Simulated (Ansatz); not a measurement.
# MgO, response to strain

Start from MgO in the rock salt structure (space group Fm-3m, No. 225; a = 4.254 Å).

Strains are applied to the cell and any free atomic positions relax.

Calculations: PBE (Ansatz, a quantum-chemistry and plane-wave program; PAW; 420 eV plane waves; scalar-relativistic without spin-orbit coupling).

Candidates:
(a) isotropic strain −1.50 %
(b) isotropic strain −3.00 %
(c) isotropic strain −0.50 %
(d) isotropic strain +2.00 %
(e) isotropic strain −1.00 %

Before the change:

```
Property    Value
--------  -------
Band gap  4.46 eV
```

Order them by band gap, highest first.

(b) isotropic strain −3.00 % (5.37 eV), (a) isotropic strain −1.50 % (4.90 eV), (e) isotropic strain −1.00 % (4.75 eV), (c) isotropic strain −0.50 % (4.60 eV), (d) isotropic strain +2.00 % (3.93 eV)

No phonon test of stability was made.
